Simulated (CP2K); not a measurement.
# Converging the k-point mesh: Te (C2, 3 atoms in the cell)

```yaml
crystal:
  lattice:
    - [4.43770, 0.00000, 0.00000]
    - [-2.21885, 3.84316, 0.00000]
    - [0.00000, 0.00000, 5.90035]
  atoms:
    - { symbol: Te, position: [0.00000, 0.26300, 0.66667] }
    - { symbol: Te, position: [0.74827, 0.74827, 0.00000] }
    - { symbol: Te, position: [0.26300, 0.00000, 0.33333] }
```

Method of the run: LDA (Pade form), GPW, DZVP-MOLOPT-SR-GTH basis, GTH-PADE potentials (GTH_POTENTIALS) (CP2K).

Base settings: CUTOFF = 400 Ry; REL_CUTOFF = 50 Ry; SMEAR/METHOD = FERMI_DIRAC; ELECTRONIC_TEMPERATURE = 232.09 K; KPOINTS/SCHEME = MONKHORST-PACK 3 3 2; GAMMA_CENTERED = T; XC_FUNCTIONAL = PADE; Te/BASIS_SET = DZVP-MOLOPT-SR-GTH; Te/POTENTIAL = GTH-PADE-q6; METHOD = GPW.

Moved along: GAMMA_CENTERED.

The second cell is the first with its lattice scaled by 0.98.

Only quantities that move along the ladder and can be compared are tabulated.

The starting cell has typed, rounded lattice constants, without a prior relaxation at this level. Its lattice was rescaled by up to half a per cent. One atom was moved a little off its site on purpose. Spin-orbit coupling is off. Values carry the incompleteness of an atom-centred basis.

Steps (KPOINTS/SCHEME): MONKHORST-PACK 2 2 1; MONKHORST-PACK 2 2 2; MONKHORST-PACK 3 3 2; MONKHORST-PACK 4 4 2; MONKHORST-PACK 4 4 3; MONKHORST-PACK 5 5 3; MONKHORST-PACK 6 6 4; MONKHORST-PACK 7 7 5; MONKHORST-PACK 8 8 5; MONKHORST-PACK 8 8 6; MONKHORST-PACK 9 9 6; MONKHORST-PACK 10 10 7; MONKHORST-PACK 11 11 7; MONKHORST-PACK 12 12 8; MONKHORST-PACK 14 14 9; MONKHORST-PACK 15 15 10; MONKHORST-PACK 17 17 11; MONKHORST-PACK 19 19 12.

What is the coarsest KPOINTS/SCHEME that holds the pressure within 0.5 GPa of the last step, with all finer ones?

MONKHORST-PACK 3 3 2; the step before is off by 1.5 GPa.

What is the coarsest KPOINTS/SCHEME that holds the energy of the compressed cell less the first within 1 meV/atom of the last step, with all finer ones?

MONKHORST-PACK 5 5 3; the step before is off by 1.5 meV/atom.

| KPOINTS/SCHEME | free energy less the last step's (meV/atom) | energy of the compressed cell less the first (meV/atom) | pressure (GPa) | largest difference of a force vector from the last step's (eV/Å) | gap on the mesh (eV) |
|---|---|---|---|---|---|
| MONKHORST-PACK 2 2 1 | 36.22 | 28.53 | 0.67 | 1.603 | 1.628 |
| MONKHORST-PACK 2 2 2 | 217.74 | 53.75 | 2.51 | 0.715 | 0.742 |
| MONKHORST-PACK 3 3 2 | 56.36 | 39.53 | 1.40 | 0.271 | 0.125 |
| MONKHORST-PACK 4 4 2 | 6.90 | 35.83 | 1.09 | 0.124 | 0.762 |
| MONKHORST-PACK 4 4 3 | 11.42 | 36.72 | 1.16 | 0.010 | 0.926 |
| MONKHORST-PACK 5 5 3 | 2.42 | 35.86 | 1.09 | 0.019 | 1.034 |
| MONKHORST-PACK 6 6 4 | 1.82 | 35.54 | 1.07 | 0.013 | 0.135 |
| MONKHORST-PACK 7 7 5 | 0.32 | 35.34 | 1.05 | 0.003 | 0.734 |
| MONKHORST-PACK 8 8 5 | -0.09 | 35.30 | 1.05 | 0.001 | 0.754 |
| MONKHORST-PACK 8 8 6 | 0.07 | 35.32 | 1.05 | 0.001 | 0.477 |
| MONKHORST-PACK 9 9 6 | 0.28 | 35.29 | 1.05 | 0.002 | 0.136 |
| MONKHORST-PACK 10 10 7 | -0.05 | 35.24 | 1.05 | 0.001 | 0.603 |
| MONKHORST-PACK 11 11 7 | -0.05 | 35.26 | 1.05 | 0.000 | 0.598 |
| MONKHORST-PACK 12 12 8 | 0.09 | 35.27 | 1.05 | 0.001 | 0.136 |
| MONKHORST-PACK 14 14 9 | -0.01 | 35.26 | 1.05 | 0.000 | 0.449 |
| MONKHORST-PACK 15 15 10 | 0.04 | 35.26 | 1.05 | 0.000 | 0.136 |
| MONKHORST-PACK 17 17 11 | 0.00 | 35.26 | 1.05 | 0.000 | 0.359 |
| MONKHORST-PACK 19 19 12 | 0.00 | 35.26 | 1.05 | 0.000 | 0.281 |

The energy difference between the two cells stays within 1 meV/atom of the last step's from MONKHORST-PACK 5 5 3 on, the total only from MONKHORST-PACK 7 7 5 on: much of the error is common to both cells and cancels.

The gap on the mesh jumps up and down from mesh to mesh; it is no smooth measure of convergence.
